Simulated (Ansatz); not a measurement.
Base system: MgInGaO$_{4}$ (space group R3m, No. 160; a hypothetical phase, not in the database extracts checked).

```
MgInGaO4
1.0
    1.67187     0.96525     8.43314
   -1.67187     0.96525     8.43314
    0.00000    -1.93051     8.43314
In Ga Mg O
1 1 1 4
Direct
  0.99797   0.99797   0.99797
  0.21237   0.21237   0.21237
  0.78448   0.78448   0.78448
  0.13509   0.13509   0.13509
  0.87603   0.87603   0.87603
  0.28857   0.28857   0.28857
  0.70549   0.70549   0.70549
```

Cartesian axes are those of the cell as printed.

One thing is altered: biaxial strain +3.36 %, plane normal [001], relaxed out of plane (Cartesian); in-plane vectors clamped, the third vector and the atoms free.

Levels (all Ansatz, a program for electronic structure, PAW): PBEsol (420 eV, no SOC); r2SCAN (500 eV, no SOC); HSE06 (420 eV, no spin-orbit coupling).

One geometry, relaxed with PBEsol, under each level:

```json
[
 {"level": "PBEsol", "band gap": "1.81 eV", "lowest conduction level above the VBM at special points": "Γ 1.81 eV; T 3.03 eV; L 5.44 eV; F 5.46 eV", "pressure": "-5.27 GPa"},
 {"level": "r2SCAN", "band gap": "2.43 eV", "lowest conduction level above the VBM at special points": "Γ 2.43 eV; T 3.58 eV; L 6.18 eV; F 6.19 eV", "pressure": "-6.32 GPa"},
 {"level": "HSE06", "band gap": "[?]", "lowest conduction level above the VBM at special points": "[?]", "pressure": "–"}
]
```

Question: Give the withheld HSE06 results.

Answer: 
- HSE06, band gap: 3.39 eV
- HSE06, lowest conduction level above the VBM at special points: Γ 3.39 eV; T 4.53 eV; L 7.26 eV

Single points use the geometry relaxed with PBEsol. Their cutoffs differ, which shifts pressures a little. HSE06 gaps are upper bounds (no full band path). Whether these cells are dynamically stable was not tested.
